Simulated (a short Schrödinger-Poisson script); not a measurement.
System: gated Al0.4Ga0.6N/GaN polarisation-induced gas, at 20 K.

```tsv
layer	material	thickness (nm)	Na (cm⁻³)
1	Al0.4Ga0.6N	10	-
2	GaN	6000	3e15
```

Constants are typed, rounded textbook-type inputs, not results; the design itself was drawn at random and stands for no fabricated device. Al0.4Ga0.6N: permittivity 9.26, conduction-band edge (eV) 0.58, gap (eV) 4.258, electron mass (mₑ) 0.248, Nv at 300 K (cm⁻³) 4.6e19. GaN: permittivity 9.5, conduction-band edge (eV) 0, gap (eV) 3.43, Nv at 300 K (cm⁻³) 4.6e19.

Channel valleys (confinement mass, in-plane density-of-states mass, number): Γ 0.2, 0.2, 1. At the gate the conduction-band edge of layer 1 lies 1.36 eV − eVg above the Fermi level of the channel; the field vanishes at the back. Sheet of polarisation charge: +2e13 e/cm² at 10 nm from the gate. The barrier under the gate holds no holes. Gaps are held at their typed values at every temperature. Mesh 0.08 nm at interfaces.

Solved with a short Schrödinger-Poisson script written for these runs: 1D Poisson equation in equilibrium, electrons quantum, Hartree plus LDA exchange-correlation (BenDaniel-Duke, 40 states a valley, the channel's in-plane mass for all, wave functions free to enter the barrier), parabolic valleys, classical holes, full ionisation, no traps, pinning or gate leakage.

The same stack at other levels of the model or other numerical settings:

```csv
run,sheet density of all electrons at Vg = 0.5 V (cm⁻²),sheet density of all electrons at Vg = -2 V (cm⁻²),capacitance at Vg = 0.5 V (μF/cm²),centroid of the channel electrons at Vg = 0.5 V (nm),rough cost against the base
base,1.60e13,4.45e12,0.760,1.47,about 1
"electrons treated as classical, Boltzmann",1.80e13,5.32e12,0.813,0.10,0.01
"electrons treated as classical, Fermi-Dirac",1.58e13,4.51e12,[?],1.38,0.05
"electrons treated as quantum, Hartree",1.57e13,4.29e12,0.756,[?],0.6
mesh six times as coarse,1.60e13,4.44e12,0.761,[?],0.3
one subband a valley,1.59e13,4.45e12,0.754,1.27,0.3
```

Problem. Some entries are withheld; supply them.

Solution. 
- electrons treated as quantum, Hartree, centroid of the channel electrons at Vg = 0.5 V (nm): 1.60
- mesh six times as coarse, centroid of the channel electrons at Vg = 0.5 V (nm): 1.42
- electrons treated as classical, Fermi-Dirac, capacitance at Vg = 0.5 V (μF/cm²): 0.734

The classical rows ignore confinement, and Boltzmann statistics overrate the density once the band edge passes the Fermi level.
